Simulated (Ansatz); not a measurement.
An Ansatz (an electronic-structure program) input (Ansatz r2SCAN, no SOC):

Ansatz 0.2 input:
```yaml
crystal:
  lattice:
    - [0, 3.3029508013, 3.1851020263]
    - [3.1851020263, 0, 3.1851020263]
    - [3.1851020263, 3.3029508013, 0]
  atoms:
    - { symbol: Te, position: [0, 0, 0] }
    - { symbol: Sn, position: [0.5, 0.5, 0.5] }
basis: { ecutwfc: 500, ecutrho_ratio: 4, xc_grid: 4, fft_grid_basis: typed }
kpoints: { mp_grid: { grid: [9, 9, 9] } }
hamiltonian:
  xc: r2scan
  dispersion: none
  pseudopotentials: { kind: paw }
scf: { occupations: { method: fermi_dirac, width: 0.05 }, convergence: { dr2_threshold: 0.0000000002 } }
relax: { f_tol: 0.005, max_steps: 50 }
output: { forces: true, stress: true }
checkpoint: { write: state.ck, write_every: 1000 }
```

Task: Which symmetry and how many k-points will the program report, and about how many plane waves at Γ?

Result: Space group I4/mmm (ITA 139) with 16 operations, k-points 75 of 729, and 1721 plane waves at Γ.

Task: And the final pressure?

Result: -1.32 GPa (compression positive).

The cells carry an imposed strain or load. Whether these cells are dynamically stable was not tested. The cell was made from SnTe in the rock salt structure (space group Fm-3m, No. 225) by this change: uniaxial strain ε_yy = +3.70 %.
